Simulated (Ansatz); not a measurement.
Consider the following.

End structure of a constructed model of the (111)A surface of 3C silicon carbide, Si-terminated, (√3x√3)R30° Ge adatom at H3 (bottom of the slab: 3 H on 3 bottom sites):

```yaml
crystal:
  lattice:
    - [4.64569, 2.68219, 0.00000]
    - [-4.64569, 2.68219, 0.00000]
    - [0.00000, 0.00000, 27.00000]
  atoms:
    - { symbol: C, position: [0.00000, 0.00000, 0.33881] }
    - { symbol: C, position: [0.33333, 0.66667, 0.33881] }
    - { symbol: C, position: [0.66667, 0.33333, 0.33881] }
    - { symbol: Si, position: [0.00000, 0.33333, 0.36222] }
    - { symbol: Si, position: [0.33333, 0.00000, 0.36222] }
    - { symbol: Si, position: [0.66667, 0.66667, 0.36222] }
    - { symbol: C, position: [0.00000, 0.33373, 0.43234] }
    - { symbol: C, position: [0.33294, 0.99961, 0.43234] }
    - { symbol: C, position: [0.66706, 0.66667, 0.43234] }
    - { symbol: Si, position: [0.00000, 0.66667, 0.45617] }
    - { symbol: Si, position: [0.33333, 0.33333, 0.45553] }
    - { symbol: Si, position: [0.66667, 0.00000, 0.45553] }
    - { symbol: C, position: [0.00000, 0.66667, 0.52703] }
    - { symbol: C, position: [0.33333, 0.33333, 0.52552] }
    - { symbol: C, position: [0.66667, 0.00000, 0.52552] }
    - { symbol: Si, position: [0.00000, 0.00364, 0.54927] }
    - { symbol: Si, position: [0.33697, 0.66667, 0.54927] }
    - { symbol: Si, position: [0.66303, 0.32969, 0.54927] }
    - { symbol: C, position: [0.00000, 0.00842, 0.61952] }
    - { symbol: C, position: [0.34175, 0.66667, 0.61952] }
    - { symbol: C, position: [0.65825, 0.32491, 0.61952] }
    - { symbol: Si, position: [0.00000, 0.34300, 0.64335] }
    - { symbol: Si, position: [0.32367, 0.99034, 0.64335] }
    - { symbol: Si, position: [0.67633, 0.66667, 0.64335] }
    - { symbol: H, position: [0.00000, 0.00040, 0.29795] }
    - { symbol: H, position: [0.33374, 0.66667, 0.29795] }
    - { symbol: H, position: [0.66626, 0.33293, 0.29795] }
    - { symbol: Ge, position: [0.00000, 0.66667, 0.71328] }
```

Set-up: 28 atoms, 11.0 Å thick at the start with caps and adatoms (thin: gaps and levels are the slab's own); mesh 6x6x1; 0.025 eV smearing; dipole correction on; single point; on the structure that PBE left under its start's symmetry; spin-polarised, ending with about 1.0 μB a cell; orders that need a larger cell were not tried, no spin-orbit, no U. The program's check for a lower electronic state was not made. In PBE it lies 0.17 eV a 1x1 cell over the lowest computed structure of the same composition ((√3x√3)R30° Ge adatom at T4).

Problem. Predict the gap of the slab on its k-mesh from r2SCAN, at the PBE geometry and the start's symmetry (Ansatz, an electronic-structure program).

Solution. 0.62 eV

Problem. Estimate the highest filled level below the top vacuum level that r2SCAN, at the PBE geometry and the start's symmetry returns for this input.

Solution. 5.14 eV
